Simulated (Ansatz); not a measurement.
**How far to go with shifted k-point meshes: TiZn (P4mm, 2 atoms in the cell)**

```xyz
2
Lattice="3.1331 0.0000 0.0000 0.0000 3.1331 0.0000 0.0000 0.0000 3.1331" Properties=species:S:1:pos:R:3 pbc="T T T"
Ti     1.5666     1.5666     1.6166
Zn     0.0000     0.0000     0.0000
```

Method of the run: PBEsol, default PAW files made with PBE (plane waves; Ansatz, a quantum-chemistry and plane-wave program).

Base settings: basis.ecutwfc = 420 eV; kpoints.mp_grid.grid = 11 11 11; hamiltonian.xc = pbesol; hamiltonian.pseudopotentials = {kind: paw} (the program's default PAW files); scf.occupations.method = gaussian; scf.occupations.width = 0.1 eV.

In this ladder: kpoints.mp_grid.shift = 0.5 0.5 0.5.

Only quantities that move along the ladder and can be compared are tabulated.

The count of work is k-points × plane waves × bands × iterations; it is no time. 

The starting cell comes from a database of computed structures (which also holds hypothetical and non-ambient phases and stackings), without a prior relaxation at this level. Its lattice was rescaled by up to half a per cent. One atom was moved a little off its site on purpose. Spin polarisation is off. In the base run, with a pressure of about -4 GPa the cell is away from its equilibrium volume at this level. Ansatz's pressure includes its estimate of the finite-basis (Pulay) stress.

Steps (kpoints.mp_grid.grid): 2 2 2; 3 3 3; 4 4 4; 5 5 5; 6 6 6; 7 7 7; 8 8 8; 9 9 9; 10 10 10; 11 11 11; 12 12 12; 14 14 14; 15 15 15; 17 17 17; 18 18 18; 20 20 20; 23 23 23.

**Question.** What is the coarsest kpoints.mp_grid.grid that holds the forces within 0.005 eV/Å of the last step, with all finer ones?

**Answer.** 4 4 4, at 0.0064 of the last step's count of work; the step before is off by 0.011 eV/Å.

**Question.** What is the coarsest kpoints.mp_grid.grid that holds the free energy within 5 meV/atom of the last step, with all finer ones?

**Answer.** 5 5 5, at 0.019 of the last step's count of work; the step before is off by 25 meV/atom.

**Question.** What is the coarsest kpoints.mp_grid.grid that holds the pressure within 0.1 GPa of the last step, with all finer ones?

**Answer.** 8 8 8, at 0.043 of the last step's count of work; the step before is off by 0.14 GPa.

| kpoints.mp_grid.grid | free energy less the last step's (meV/atom) | pressure (GPa) | largest difference of a force vector from the last step's (eV/Å) | count of work / last |
|---|---|---|---|---|
| 2 2 2 | 600.62 | -0.76 | 0.016 | 0.0012 |
| 3 3 3 | 92.87 | -3.52 | 0.011 | 0.0064 |
| 4 4 4 | -25.19 | -3.86 | 0.001 | 0.0064 |
| 5 5 5 | -2.61 | -3.85 | 0.001 | 0.019 |
| 6 6 6 | -0.29 | -3.72 | 0.000 | 0.019 |
| 7 7 7 | 3.33 | -3.58 | 0.001 | 0.043 |
| 8 8 8 | -0.98 | -3.78 | 0.001 | 0.043 |
| 9 9 9 | -0.41 | -3.71 | 0.001 | 0.080 |
| 10 10 10 | 0.28 | -3.74 | 0.001 | 0.080 |
| 11 11 11 | -0.08 | -3.73 | 0.000 | 0.13 |
| 12 12 12 | 0.00 | -3.73 | 0.000 | 0.13 |
| 14 14 14 | 0.07 | -3.72 | 0.000 | 0.21 |
| 15 15 15 | -0.05 | -3.73 | 0.000 | 0.31 |
| 17 17 17 | 0.02 | -3.73 | 0.000 | 0.43 |
| 18 18 18 | -0.03 | -3.72 | 0.000 | 0.43 |
| 20 20 20 | -0.01 | -3.73 | 0.000 | 0.59 |
| 23 23 23 | 0.00 | -3.73 | 0.000 | 1.0 |

Keys are those of Ansatz 0.2.
